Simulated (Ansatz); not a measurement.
Given:

```
Zn12S11
1.0
    5.67324    -3.27544    -6.20766
    3.78216     6.55089     0.00000
    1.89108    -3.27544     6.20766
Zn S
12 11
Direct
  0.79438   0.40780   0.73421
  0.44918   0.60891   0.44559
  0.10531   0.78721   0.11298
  0.77681   0.94064   0.78264
  0.43456   0.10815   0.43978
  0.10958   0.27410   0.10481
  0.74939   0.29624   0.27584
  0.39870   0.46336   0.89204
  0.08647   0.69750   0.56581
  0.71951   0.78871   0.20673
  0.38570   0.98485   0.88769
  0.99989   0.19119   0.54473
  0.58017   0.53032   0.20287
  0.24304   0.71735   0.87129
  0.89547   0.88843   0.52243
  0.56834   0.04153   0.19458
  0.22091   0.22108   0.84376
  0.84502   0.24040   0.98010
  0.52151   0.40404   0.63708
  0.18262   0.57884   0.30401
  0.84586   0.71892   0.95173
  0.51130   0.90991   0.63870
  0.16625   0.08654   0.31534
```

Spin-polarised, with starting moments of sign Zn+ Zn0 Zn0 Zn0 Zn0 Zn0 Zn+ Zn0 Zn+ Zn0 Zn0 Zn+ S0 S0 S0 S0 S0 S0 S0 S0 S0 S0 S0.

All numbers come from PBEsol in Ansatz (plane waves to 420 eV, PAW, without spin-orbit coupling). Settings: 3×4×4 k-points, 0.01 eV Fermi–Dirac smearing.

### Question
Predict the gap of the supercell and total moment of the cell.

### Answer
- Gap of the supercell = 1.76 eV
- Total moment of the cell = 0.0 μB

Other magnetic orders, which the real material may have, were not ruled out. In so small a cell the defect repeats every few ångströms: this is an ordered compound, not a dilute defect. Seeded moments were not kept for S vacancy. The cell was made from ZnS in the wurtzite structure (space group P6_3mc, No. 186) by this change: S vacancy. The defect cell is spin-polarised and ends with 0.0 μB.

Ansatz is a program for electronic structure.
